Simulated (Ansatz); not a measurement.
**1T (CdI2-type) FeI₂**

Computed with PBEsol-D3(BJ) (Ansatz, a first-principles code, plane waves, PAW).

Numerical settings: plane-wave cutoff 520 eV, 18×18×8 k mesh (along the axes of the cell as run), Fermi–Dirac smearing 0.05 eV, spin-polarised with parallel moments, scalar-relativistic PAW data made under PBE.

Cell: relaxed at this level.

- equilibrium volume per atom = 27.48 Å³/atom
- bulk modulus B0 = 26.8 GPa
- equilibrium lattice constant a = 3.842 Å
- c axis length = 6.449 Å
- pressure derivative B′ of the bulk modulus = 7.9

Note: the magnetic order was assumed, not searched for or taken from measurement; the volume lies 14 % below that of the published cell; the bulk modulus comes from volumes at which shape and atoms were relaxed; functionals without U or exact exchange can leave correlated insulators metallic, so the missing gap need not be real.

Spin–orbit coupling is not included; it can open a gap where bands touch, and shift volumes and moduli.

Computed values are for the static lattice.
